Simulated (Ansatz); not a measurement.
The parent structure is CdSe in the zinc blende structure (space group F-43m, No. 216).

```xyz
2
Lattice="0.0000 3.0408 3.0408 3.0408 0.0000 3.0408 3.0408 3.0408 0.0000" Properties=species:S:1:pos:R:3 pbc="T T T"
Cd     0.0000     0.0000     0.0000
Se     1.5204     1.5204     1.5204
```

Cartesian axes are those of the cell as printed.

Computed with Ansatz (a quantum-chemistry and plane-wave program) PBEsol, without spin-orbit coupling.

It is then changed as follows: uniaxial strain ε_zz = +2.00 %, all other strain components held at zero, atoms relaxed at fixed cell.

Question: Predict the stress tensor and what it implies for the stiffness.

Answer: Stress of the strained cell less that of the base (GPa, compression positive):
```
  -0.87    0.00    0.00
   0.00   -0.87    0.00
   0.00    0.00   -1.25
```

Then −Δσ_ii/ε with ε = 0.0200 gives secant stiffness values (nonlinear terms included at this strain): C33 ≈ 62 GPa, C13 ≈ 43 GPa and C23 ≈ 43 GPa.

Stability against distortions was not tested.
